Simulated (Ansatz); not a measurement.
# Ge: biaxial strain −2.08 %, plane normal [111], relaxed out of plane

The parent structure is Ge in the diamond structure (space group Fd-3m, No. 227; a = 5.622 Å). Axes: x, y, z lie along the cube axes.

Now apply this change: biaxial strain −2.08 %, plane normal [111], relaxed out of plane (Cartesian); in-plane vectors clamped, the third vector and the atoms free.

The values are results of LDA/PAW in Ansatz (an electronic-structure program), no SOC, not measurements. Γ-centred 14×14×14 mesh, Fermi–Dirac width 0.05 eV.

| quantity | base | changed | shift |
|---|---|---|---|
| volume per atom | 22.21 Å³ | 21.48 Å³ | -0.73 Å³ |
| space group | Fd-3m (No. 227) | R-3m (No. 166) | – |
| shortest interatomic distance | 4.600 bohr | 4.537 bohr | -0.063 bohr |
| energy relative to the base (free energy F) | 0 meV/atom | +11 meV/atom | +11 meV/atom |
| pressure (mean of the normal stresses, compression positive) | 0.0 GPa | 2.6 GPa | +2.6 GPa |
| band gap | zero | zero | – |
| out-of-plane strain (rough) | – | +0.85 % | – |
| mean in-plane stress (compression positive) (rough) | – | +4.0 GPa | – |

Final structure (turned so that z lies along the plane normal):

```xyz
2
Lattice="3.8928 0.0000 0.0000 1.9464 3.3713 0.0000 1.9464 -1.1238 3.2734" Properties=species:S:1:pos:R:3 pbc="T T T"
Ge     0.0000     0.0000     0.0133
Ge     3.8928     0.0000     2.4417
```

Without a gap, meshes like the base's 14×14×14 leave anisotropic stresses uncertain by several tenths of a GPa, and small strain energies with them. Stability against distortions was not tested. A zero or small gap of Ge can be the functional's error rather than a property of the material.
